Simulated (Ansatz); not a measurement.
# B in the diamond structure (space group Fd-3m, No. 227; a hypothetical phase, not in the database extracts checked)

B is taken in the cubic space group Fd-3m, origin choice 1 (No. 227), the diamond structure, Pearson symbol cF8. Conventional cell: a = b = c = 4.052 Å, α = β = γ = 90.00°. B on 8b is coordinated by 4 B at 1.754 Å (tetrahedral). (Neighbours: up to the widest gap in distance over summed covalent radii, below 1.35, at either atom.)
(The calculation used a cell of 2 atoms; values per cell refer to that cell.)

Calculations: Ansatz (a first-principles code) PBE, spin-orbit coupling left out. Settings: 20×20×20 k-points, 0.05 eV Fermi–Dirac smearing.

```yaml
volume_per_atom: 8.32 Å³
density: 2.16 g/cm³
band_gap: zero
total_energy: -154.967 eV/atom (σ→0; compares only within this code and set-up)
```

Whether these cells are dynamically stable was not tested.
